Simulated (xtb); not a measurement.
xtb 6.7.1, GFN1-xTB: In(Cl)(Et)(NH2) (C[CH2][In]([NH2])[Cl]), 12 atoms. The geometry is a generated start, not checked to be a minimum at this level.

```json
{
 "run_flags": "--grad",
 "method": "GFN1-xTB",
 "--acc": "1 (default)",
 "--etemp (K)": "300 (default)",
 "basis_functions": "46",
 "valence_electrons": "30"
}
```

```xyz
12

In     0.5973     0.6569     1.0109
Cl     2.4938     1.0354     2.2916
C      0.2325    -1.3414     0.0157
C     -0.4025    -1.1519    -1.3470
H     -0.3966    -1.9381     0.6769
H      1.2171    -1.8058    -0.0510
H      0.2467    -0.5681    -2.0004
H     -1.3579    -0.6328    -1.2655
H     -0.5824    -2.1206    -1.8185
N     -0.3978     2.4292     0.6172
H     -0.2484     3.1022     1.3639
H     -1.4020     2.3351     0.5062
```

One run each on 1 thread. Values of broydamp tried: 0.02, 0.05, 0.1, 0.2, 0.4 (default), 0.6, 0.8, 1.

Q: Which value of broydamp needs the fewest SCC iterations, and what happens away from it?

A: Fewest SCC iterations, within one of each other: 0.4 (default) with 10, 0.6 with 9. The count rises to 16 at 0.02. All converge to one solution.

```json
[
 {"broydamp": "0.02", "SCC iterations": "16", "end": "same solution"},
 {"broydamp": "0.05", "SCC iterations": "15", "end": "same solution"},
 {"broydamp": "0.1", "SCC iterations": "13", "end": "same solution"},
 {"broydamp": "0.2", "SCC iterations": "11", "end": "same solution"},
 {"broydamp": "0.4 (default)", "SCC iterations": "10", "end": "same solution"},
 {"broydamp": "0.6", "SCC iterations": "9", "end": "same solution"},
 {"broydamp": "0.8", "SCC iterations": "11", "end": "same solution"},
 {"broydamp": "1", "SCC iterations": "12", "end": "same solution"}
]
```
